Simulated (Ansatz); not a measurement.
The starting structures come from a database of crystals and need not be the phases stable at ambient conditions.

By PBEsol, the system below comes out a metal.

Without scattering a metal conducts by its projected Fermi surface.

Data:

```
CELL_PARAMETERS angstrom
      3.75465     0.00000     0.00000
      0.00000     3.75465     0.00000
      0.00000     0.00000     3.75465
ATOMIC_POSITIONS crystal
  Ca 0.00000 0.00000 0.00000
  Hg 0.50000 0.50000 0.50000
```

The cell is taken as given; by PBEsol it stands under a pressure of -1.2 GPa.

The current flows along the normal of the first two printed cell vectors, the (001) plane of the conventional cell. No spin-orbit coupling; the value is a mean over 0.1 eV about the Fermi level.

Q: Predict the ballistic conductance per area from PBEsol run with Ansatz (a first-principles code).

A: 0.58 × 10¹⁵ S/m² for both spins.
